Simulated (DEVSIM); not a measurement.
Device: Ti/SiO2/p-Ge capacitor, at 300 K.

```
layer (left to right)  material  thickness (nm)  Na (cm⁻³)
---------------------  --------  --------------  ---------
1                          SiO2            1.00          -
2                            Ge            7600     6.1e15
```

Metal gate on the left, work function 4.33 eV. Fixed charge at the semiconductor interface -8.4e11 cm⁻² (in units of +e); no interface traps.

This is a model device: material constants are rounded textbook-type values typed into the input, and sizes, dopings and lifetimes were drawn at random. Values at 300 K.

```tsv
parameter	SiO2	Ge
gap (eV)	9	0.664
affinity (eV)	0.9	4
permittivity	3.9	16
Nc (cm⁻³)	-	1.04e19
Nv (cm⁻³)	-	6e18
```

Simulated with DEVSIM: 1D Poisson equation in equilibrium, Boltzmann statistics, complete ionisation; no quantum confinement or tunnelling. Metal contacts follow the ideal Schottky-Mott rule: no Fermi-level pinning, no interface dipoles.

Base results: flat-band voltage (V) -0.12; minimum of the low-frequency capacitance (μF/cm²) 0.0623; threshold voltage (band bending 2φF) (V) 0.18; capacitance of the dielectric stack (μF/cm²) 3.45.

### Question
What follows from this one change: SiO2 thickness 0.001 → 0.0004 μm?

### Answer
flat-band voltage -0.12 → -0.14 V; minimum of the low-frequency capacitance little changed (0.0630 μF/cm²); threshold voltage (band bending 2φF) 0.18 → 0.16 V; capacitance of the dielectric stack 3.45 → 8.63 μF/cm².

### Question
What follows from this one change: fixed charge -8.4e+11 → -3.09e+12 cm^-2?

### Answer
flat-band voltage -0.12 → -0.01 V; minimum of the low-frequency capacitance little changed (0.0625 μF/cm²); threshold voltage (band bending 2φF) 0.18 → 0.29 V; capacitance of the dielectric stack little changed (3.45 μF/cm²).

### Question
What follows from this one change: gate work function 4.33 → 4.18 eV?

### Answer
flat-band voltage -0.12 → -0.27 V; minimum of the low-frequency capacitance little changed (0.0623 μF/cm²); threshold voltage (band bending 2φF) 0.18 → 0.03 V; capacitance of the dielectric stack little changed (3.45 μF/cm²).

### Question
What follows from this one change: interface trap density 0 → 3e+11 cm^-2 eV^-1?

### Answer
flat-band voltage little changed (-0.12 V); minimum of the low-frequency capacitance 0.0623 → 0.108 μF/cm²; threshold voltage (band bending 2φF) little changed (0.19 V); capacitance of the dielectric stack little changed (3.45 μF/cm²).
